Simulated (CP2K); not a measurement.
Band structure of Bi₂Te₃ (R-3m, 5 atoms in the cell).

```xyz
5
Lattice="11.2962 0.0000 0.0000 10.3934 4.4251 0.0000 10.3934 2.1204 3.8839" Properties=species:S:1:pos:R:3 pbc="T T T"
Bi    19.3515     3.9480     2.3427
Bi    12.7315     2.5974     1.5413
Te    25.1272     5.1264     3.0419
Te     6.9558     1.4191     0.8421
Te     0.0000     0.0000     0.0000
```

Computed with PBE, GPW, DZVP-MOLOPT-PBE-GTH basis, GTH-PBE potentials (POTENTIAL_UZH) run with CP2K 2026.2.

Settings: CUTOFF = 400 Ry; REL_CUTOFF = 50 Ry; SMEAR/METHOD = FERMI_DIRAC; ELECTRONIC_TEMPERATURE = 232.09 K; KPOINTS/SCHEME = MACDONALD 4 4 4 0.125 0.125 0.125; XC_FUNCTIONAL = PBE; Bi/BASIS_SET = DZVP-MOLOPT-PBE-GTH-q5; Bi/POTENTIAL = GTH-PBE-q5; Te/BASIS_SET = DZVP-MOLOPT-PBE-GTH-q6; Te/POTENTIAL = GTH-PBE-q6; METHOD = GPW; EPS_DEFAULT = 1e-10; EXTRAPOLATION = USE_GUESS; NGRIDS = 5.

The starting cell comes from a database of computed structures (which also holds hypothetical and non-ambient phases and stackings), without a prior relaxation at this level. Its lattice was rescaled by a random factor within 2.5 % of one. Spin-orbit coupling is off. Values carry the incompleteness of an atom-centred basis.

Question: Predict the gap along the standard path and the places of the band edges.

Answer: The gap along the path is 0.43 eV, direct at Γ to within 0.01 eV.

Levels in eV from the top of the valence band on the SCF mesh, bands 11 to 15:
| point | 11 | 12 | 13 | 14 | 15 |
|---|---|---|---|---|---|
| Γ | -1.26 | -0.56 | -0.56 | 0.00 | 0.43 |
| L | -2.32 | -1.50 | -0.68 | -0.46 | 0.99 |
| Z | -1.16 | -0.64 | -0.64 | -0.38 | 0.78 |
| F | -1.69 | -1.28 | -0.89 | -0.84 | 1.54 |
| P1 | -1.95 | -1.00 | -0.96 | -0.83 | 1.41 |
| P | -1.95 | -1.00 | -0.96 | -0.83 | 1.41 |

Higher empty bands are left out: an atom-centred basis made for the valence describes them poorly.
